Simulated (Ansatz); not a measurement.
Consider a (8,0) blue phosphorus nanotube.

Levels: PBE (plane waves to 420 eV, PAW; Ansatz, a quantum-chemistry and plane-wave program); r2SCAN (plane waves to 500 eV, PAW; Ansatz); HSE06 run with Ansatz. Unmarked values and the geometry are of the first. Mesh 1×1×6. No spin polarisation. Isolated but for its images some 11 Å away. A hypothetical model, rolled from the flat sheet. Symmetry and one short period hold its shape; lower forms weren't sought. HSE06 ran on a 1×1×4 mesh and at PBE's edge points. Buckling under compression is shut out by symmetry and the short period.

**Question.** Predict its relaxed size, energy and electronic structure.

**Answer.** 
```
Quantity                                                                                          Result
---------------------------------------------------------  ---------------------------------------------
period along the axis (32 atoms)                                                                 5.627 Å
mean diameter                                                                                     8.70 Å
radii of the innermost and outermost atoms                                               3.73 and 4.97 Å
energy over the flat sheet                                                                 +114 meV/atom
PBE gap                                                    1.37 eV, indirect, from Γ to k = 0.375 × 2π/c
electron mass along the axis (PBE)                                                                1.0 mₑ
hole mass along the axis (PBE)                                                                    1.2 mₑ
valence and conduction edges under the vacuum level (PBE)                               5.39 and 4.02 eV
r2SCAN gap at this geometry                                                                      1.57 eV
HSE06 gap at this geometry                                                                       2.08 eV
axial stiffness dF/dε                                                                             182 nN
```
